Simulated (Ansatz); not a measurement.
The starting structures come from a database of crystals and need not be the phases stable at ambient conditions.

Inside the gap of an insulator the Bloch states are evanescent, with a wavenumber k + iκ along the transport direction.

Consider the following.

```xyz
16
Lattice="6.2040 0.0000 0.0000 0.0000 7.5667 0.0000 0.0000 0.0000 6.4578" Properties=species:S:1:pos:R:3 pbc="T T T"
Mg     0.0179     3.7834     4.2270
Mg     3.1199     0.0000     2.2308
Si     3.1091     3.7834     2.0802
Si     0.0071     0.0000     4.3775
Cu     6.1620     1.8737     1.1450
Cu     3.0600     1.9097     5.3128
Cu     6.1620     5.6931     1.1450
Cu     3.0600     5.6570     5.3128
S      3.8662     2.0490     1.0438
S      0.7642     1.7344     5.4140
S      3.8662     5.5177     1.0438
S      0.7642     5.8324     5.4140
S      0.9540     3.7834     1.9750
S      4.0560     0.0000     4.4827
S      3.7502     3.7834     4.1374
S      0.6482     0.0000     2.3204
```

The cell is taken as given; by PBEsol it stands under a pressure of -2.6 GPa.

Transport runs along the normal of the first two printed cell vectors.

The gap is the functional's own, uncorrected, and κ follows it; spin-orbit coupling is left out. Mid-gap means the computed energy nearest the middle.

Predict the band gap and the smallest decay constant κ at mid-gap from PBEsol (Ansatz, a quantum-chemistry and plane-wave program).

Gap 1.58 eV on a 6×4×6 mesh; κ = 0.171 1/Å, at the zone centre.
